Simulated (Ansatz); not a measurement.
System: antifluorite Be2C. Method: B3LYP (VWN-RPA form) in Ansatz (plane waves, PAW).

Numerical settings: plane-wave cutoff 460 eV, 10×10×10 k mesh, Fermi–Dirac smearing 0.01 eV, scalar-relativistic PAW data made under PBE.

Properties against volume:

```tsv
V (Å³/atom)	P (GPa)	direct gap at Γ (eV)	smallest gap on the k mesh (eV)
6.374	11.65	5.721	2.774
6.542	5.50	5.662	2.754
6.707	0.08	5.605	2.734
6.877	-4.92	5.547	2.714
7.045	-9.31	5.491	2.694
```

The fundamental gap (2.73 eV at the equilibrium volume, on the SCF mesh) lies elsewhere than Γ–Γ.

Ansatz is a program for electronic structure.
